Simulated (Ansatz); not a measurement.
Worked example: zone-centre phonon calculation of V₃Ir (Pm-3n, 8 atoms in the cell) in Ansatz (a program for electronic structure).

Method of the run: LDA (PW92), default PAW files made with PBE (plane waves; Ansatz).

```
CELL_PARAMETERS angstrom
      4.73891     0.00000     0.00000
      0.00000     4.73891     0.00000
      0.00000     0.00000     4.73891
ATOMIC_POSITIONS crystal
  V  0.50000 0.25000 0.00000
  V  0.50000 0.75000 0.00000
  V  0.25000 0.00000 0.50000
  V  0.75000 0.00000 0.50000
  V  0.00000 0.50000 0.25000
  V  0.00000 0.50000 0.75000
  Ir 0.50000 0.50000 0.50000
  Ir 0.00000 0.00000 0.00000
```

Reference input (self-consistent single point, DFT, LDA (PW92), plane waves, default PAW files made with PBE): basis.ecutwfc = 420 eV; kpoints.mp_grid.grid = 7 7 7; hamiltonian.xc = lda; hamiltonian.pseudopotentials = {kind: paw} (the program's default PAW files); scf.occupations.method = gaussian; scf.occupations.width = 0.1 eV. This run's input differs from it in these lines:

```diff
@@ -23,6 +23,4 @@
   occupations: { method: gaussian, width: 0.1 eV }
-output:
-  forces: true
-  eigenvalues: true
-  stress: true
+phonons:
+  method: dfpt
```

Log, with long lists cut:

```
SCF iter   1: F=—  HF=-40493.466898 eV  |F-HF|=—  |Δ(HF+E_count)|=         —  Δρ=9.08e-3  dr2=3.78e-2  ethr=1.77e-3  ⟨swp⟩=4.1  Hψ=13693  notcnv=0
all-band conjugate gradients solve this SCF's bands
preconditioner: auto → Kerker (q_TF=auto, 2.752 Å⁻¹)
SCF iter   2: F=—  HF=-40493.457766 eV  |F-HF|=—  |Δ(HF+E_count)|=   9.13e-3  Δρ=4.02e-3  dr2=6.36e-3  ethr=3.38e-5  ⟨swp⟩=2.2  Hψ=7239  notcnv=0  defer=215
   [... lines left out ...]
SCF iter   6: F=—  HF=-40493.456545 eV  |F-HF|=—  |Δ(HF+E_count)|=   7.98e-7  Δρ=9.69e-6  dr2=7.28e-8  ethr=5.30e-10  ⟨swp⟩=2.0  Hψ=7357  notcnv=0  defer=215
SCF iter   7: F=—  HF=-40493.456545 eV  |F-HF|=—  |Δ(HF+E_count)|=   9.28e-9  Δρ=1.55e-6  dr2=1.96e-9  ethr=6.50e-11  ⟨swp⟩=2.0  Hψ=5276  notcnv=0  defer=215
SCF iter   8: F=—  HF=-40493.456545 eV  |F-HF|=—  |Δ(HF+E_count)|=  5.53e-10  Δρ=3.77e-7  dr2=1.35e-10  ethr=1.75e-12  ⟨swp⟩=2.0  Hψ=7406  notcnv=0  defer=215
SCF iter   9: F=-40493.456545 eV  HF=-40493.456545 eV  |F-HF|=7.28e-12  |Δ(HF+E_count)|=  2.91e-11  Δρ=7.57e-8  dr2=6.15e-12  ethr=1.00e-12  ⟨swp⟩=8.9  Hψ=18850  notcnv=0
SCF 1 converged in 9 iterations: F = -40493.456545 eV  dr2 = 6.15e-12
DFPT response loops at Γ: preconditioner auto → Kerker (q_TF=auto, 2.752 Å⁻¹) (partly filled bands, converged f_vac=0.000) …
Free energy (F): -40493.456545 eV
Internal energy: -40493.423590 eV  (E = F + TS)
E sigma→0 (E₀):  -40493.440068 eV
Entropy (-TS):   -0.032954 eV (-4.119 meV/atom)
Fermi energy:    19.369518 eV
--- Phonons (Γ-DFPT): 3 representative perturbations + reference, on 64 of 343 k-points (Σ response iterations 11) ---
  k mesh reduced under 4 symmetry operations, with k and −k counted as one. Each operation leaves every solved displacement unchanged or reverses it
  ASR residual: 2.020e-5 → 0.000e0 eV/Å²; symmetrization residual: 5.678e-6 eV/Å²
  ASR residual per site (eV/Å²): 9.57e-6 9.57e-6 9.57e-6 9.57e-6 9.57e-6 9.57e-6 2.02e-5 2.02e-5
  Γ frequencies (cm⁻¹): 0.00 0.00 0.00 130.86 130.86 130.86 165.34 165.34 165.34 203.69 203.69 203.69 215.67 215.67 215.67 267.66 267.66 267.66 276.42 276.42 276.42 297.48 308.53 308.53
  non-analytic LO–TO correction: not included (Born effective charges unavailable; polar crystals: no LO–TO splitting at Γ)
```

The run converged in 9 iterations. 

Summary of the result:
- Free energy E − TS (on the zero of these files): -40493.4565 eV
- Fermi level (on the code's own zero): 19.37 eV
- Zone-centre frequencies (cm⁻¹; negative means imaginary): 0, 0, 0, 131, 131, 131, 165, 165, 165, 204, 204, 204, 216, 216, 216, 268, 268, 268, 276, 276, 276, 297, 309, 309

The starting cell comes from a database of computed structures (which also holds hypothetical and non-ambient phases and stackings), without a prior relaxation at this level. Its lattice was rescaled by up to half a per cent. Spin polarisation is off.

Cost on one core of a shared machine: roughly 4 min.

Keys are those of Ansatz 0.2.
